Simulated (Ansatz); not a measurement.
MoS2 (P-6m2, No. 187, 9 atoms in the cell; start mp-1025874; a measured phase of this formula has another space group) was calculated with r²SCAN+rVV10 (PAW; Ansatz, a program for electronic structure).

Numerical settings: plane-wave cutoff 560 eV, 12×12×2 k mesh (along the axes of the cell as run), Fermi–Dirac smearing 0.01 eV, no spin polarisation, scalar-relativistic PAW data made under PBE.

Cell (relaxed at this level):

```
MoS2
1.0
    3.17235     0.00000     0.00000
   -1.58618     2.74734     0.00000
    0.00000     0.00000    19.24205
Mo S
3 6
Direct
  0.66667   0.33333   0.00000
  0.33333   0.66667   0.67681
  0.33333   0.66667   0.32319
  0.33333   0.66667   0.08086
  0.33333   0.66667   0.91914
  0.66667   0.33333   0.75769
  0.66667   0.33333   0.24231
  0.66667   0.33333   0.40403
  0.66667   0.33333   0.59597
```

What does this level give for the band gap, smallest direct gap on the k points sampled and Γ–Γ gap?


- band gap = 1.11 eV
- smallest direct gap on the k points sampled = 1.76 eV
- Γ–Γ gap = 2.38 eV

Spin–orbit coupling is not included.

Computing time: roughly 70 core-seconds.

A start named mp-… is a Materials Project structure, which need not be a measured phase.
